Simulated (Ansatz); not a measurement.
**Ge, response to strain**

Start from Ge in the diamond structure (space group Fd-3m, No. 227; a = 5.674 Å).

Strains are applied to the cell and any free atomic positions relax.

Calculations: r2SCAN, PAW, 500 eV (Ansatz, a quantum-chemistry and plane-wave program; no spin-orbit coupling).

| isotropic strain (%) | pressure (GPa) |
|---|---|
| 0 | 0.0 |
| 0.5 | -1.0 |
| 1 | ? |
| 1.5 | -2.8 |
| 2 | -3.6 |
| 2.5 | -4.4 |
| 3 | -5.0 |

**Question.** Fit P = P₀ − Bδ + Cδ² with δ = (1 + ε)³ − 1 to the rows shown and predict the withheld row.

**Answer.** Least squares on the printed values gives P₀ = 0.0 GPa, B = 68.8 GPa, C = 158 GPa (largest residual 0.0 GPa); this predicts -1.9 GPa, and the run gives -1.9 GPa, in agreement.

The mesh was chosen for an insulator and is coarse for the gapless case. Stability against distortions was not tested.
